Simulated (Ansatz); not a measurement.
# Effective masses and thermopower of CsSnBr3 (Pm-3m)

Given:

```
CELL_PARAMETERS angstrom
      5.89593     0.00000     0.00000
      0.00000     5.89593     0.00000
      0.00000     0.00000     5.89593
ATOMIC_POSITIONS crystal
  Cs 0.00000 0.00000 0.00000
  Sn 0.50000 0.50000 0.50000
  Br 0.50000 0.00000 0.50000
  Br 0.00000 0.50000 0.50000
  Br 0.50000 0.50000 0.00000
```

These are PBE, rigid bands (plane waves, PAW, scalar-relativistic; Ansatz, a quantum-chemistry and plane-wave program) values and carry that method's errors. Condition of this run: functional PBE, cell relaxed with it. Cell: cell and atoms relaxed with PBE.

```
Quantity                                                                                                                                                        Value
---------------------------------------------------------------------------------------------------------------------------------------  ----------------------------
band gap                                                                                                                                                      0.65 eV
electron conductivity mass (300 K, dilute)                                                                                                                    0.27 mₑ
effective density of states N_c (300 K)                                                                                                                   1.9e19 cm⁻³
density-of-states mass, electrons                                                                                                                             0.84 mₑ
Seebeck coefficient, n-type 1e19 cm⁻³, 300 K                                                                                                                -275 μV/K
best n-type power factor at 300 K for τ = 10 fs (best axis; densities from 1e16 to 1e21 cm⁻³ tried, whether or not they can be reached)  11.7 μW/(cm·K²) at 1e20 cm⁻³
```

Rigid bands; masses and Seebeck coefficients take one relaxation time τ for all states and one kind of carrier; polarons and phonon drag are left out. Spin-orbit coupling is left out.

CsSnBr3 (Pm-3m): a high-temperature phase held by its symmetry.
